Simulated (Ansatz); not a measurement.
Band structure of MgSe (F-43m, 2 atoms in the cell).

```
MgSe
1.0
    0.00000     2.96893     2.96893
    2.96893     0.00000     2.96893
    2.96893     2.96893     0.00000
Mg Se
1 1
Direct
  0.00000   0.00000   0.00000
  0.25000   0.25000   0.25000
```

Computed with PBEsol, PAW files made with PBE (plane waves; Ansatz, a quantum-chemistry and plane-wave program).

Settings: basis.ecutwfc = 420 eV; kpoints.mp_grid.grid = 7 7 7; hamiltonian.xc = pbesol; hamiltonian.pseudopotentials = {kind: paw} (an earlier, softer set of the program's PAW files); scf.occupations.method = fixed; kpoints.band_path.npoints = 8.

The starting cell comes from a database of computed structures (which also holds hypothetical and non-ambient phases and stackings), without a prior relaxation at this level.

Question: Predict the gap along the standard path and the places of the band edges.

Answer: The gap along the path is 2.52 eV, direct at Γ to within 0.01 eV.

Levels in eV from the top of the valence band on the path, bands 10 to 16:
| point | 10 | 11 | 12 | 13 | 14 | 15 | 16 |
|---|---|---|---|---|---|---|---|
| Γ | -11.64 | 0.00 | 0.00 | 0.00 | 2.52 | 7.08 | 7.08 |
| X | -10.89 | -2.97 | -1.12 | -1.12 | 3.29 | 4.83 | 10.62 |
| W | -10.88 | -2.50 | -1.91 | -1.42 | 5.08 | 7.13 | 7.46 |
| K | -10.90 | -2.66 | -1.97 | -0.89 | 4.18 | 6.32 | 9.02 |
| L | -11.08 | -3.25 | -0.37 | -0.37 | 4.15 | 6.87 | 6.87 |
| U | -10.90 | -2.66 | -1.97 | -0.89 | 4.18 | 6.32 | 9.02 |

Keys are those of Ansatz 0.2.
